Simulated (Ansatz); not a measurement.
## MgO, response to strain

The parent structure is MgO in the rock salt structure (space group Fm-3m, No. 225; a = 4.159 Å).

Strains are applied to the cell and any free atomic positions relax.

The values are results of LDA in Ansatz (plane waves to 420 eV, PAW, no spin-orbit coupling), not measurements.

Candidates:
(a) isotropic strain −2.50 %
(b) isotropic strain +1.00 %
(c) isotropic strain −3.00 %
(d) isotropic strain −1.50 %
(e) isotropic strain −2.00 %

Before the change:

| Item | Value |
|---|---|
| Band gap | 5.03 eV |

Task: Order them by band gap, lowest first.

Result: (b) isotropic strain +1.00 % (4.74 eV), (d) isotropic strain −1.50 % (5.51 eV), (e) isotropic strain −2.00 % (5.68 eV), (a) isotropic strain −2.50 % (5.85 eV), (c) isotropic strain −3.00 % (6.02 eV)

No phonon test of stability was made.

Ansatz is a program for electronic structure.
